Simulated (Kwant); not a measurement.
Model system: In0.53Ga0.47As/InP stack with 1 barrier. One parabolic valley. Leads of mass 0.041 mₑ with the band edge at 0; grid 0.1 nm; bias 0 V, dropping linearly over the stack.

```json
[
 {"layer": "1", "thickness (nm)": "2.2", "band offset (eV)": "0.25", "mass (mₑ)": "0.08"}
]
```

The device is made up for the run: typed textbook-type constants, with dimensions and the other settings drawn at random.

Model: one-band effective-mass tight-binding model in one dimension, coherent, no space charge (Kwant).

Task: Work out the transmission below the barrier top from T = 1/(1 + ((ζ + 1/ζ)/2)² sinh²(κa)), ζ = (k/m_lead)/(κ/m_barrier).

Result: E = 0.04856 eV: k = 0.2286 nm⁻¹, κ = 0.6504 nm⁻¹, ζ = 0.6858, T = 0.183. The simulation gives 0.183, the same within the digits that matter. E = 0.1243 eV: k = 0.3657 nm⁻¹, κ = 0.5138 nm⁻¹, ζ = 1.389, T = 0.319. The simulation gives 0.319, the same within the digits that matter. E = 0.1905 eV: k = 0.4528 nm⁻¹, κ = 0.3535 nm⁻¹, ζ = 2.499, T = 0.392. The simulation gives 0.392, the same within the digits that matter. What differs comes from the grid.
